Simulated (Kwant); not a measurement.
Device: π system C1=CC=CC=CC=C1 between two chain leads. The π system is taken as planar. Atoms are numbered from 0 in the order of the SMILES. Site energies (eV, carbon 0): [0.0, 0.0, 0.0, 0.0, 0.0, 0.0, 0.0, 0.0]. Bonds (i, j, β in eV): (0,1,-3) (1,2,-3) (2,3,-3) (3,4,-3) (4,5,-3) (5,6,-3) (6,7,-3) (7,0,-3). Leads: chains of hopping −4.5 eV, joined by −1.5 eV to atoms 0 and 4.

Site energies and bond integrals are typed Hückel values.

Model: Hückel tight-binding model, one pz orbital an atom, one spin, coherent transport at 0 K (Kwant). Conductance is in e²/h.

Sweep values stay those of the base run.

Base results: mean G (e²/h) over the sweep 0.20; transmission at E = 0 1.00.

Q: What follows from this one change: contacts moved from atoms [0, 4] to [0, 1]?

A: mean G over the sweep 0.20 → 0.078 e²/h; transmission at E = 0 1.00 → < 1e-12.

Q: What follows from this one change: contacts moved from atoms [0, 4] to [0, 2]?

A: mean G over the sweep 0.20 → 0.089 e²/h; transmission at E = 0 little changed (1.00).

Q: What follows from this one change: contacts moved from atoms [0, 4] to [0, 3]?

A: mean G over the sweep 0.20 → 0.061 e²/h; transmission at E = 0 1.00 → < 1e-12.
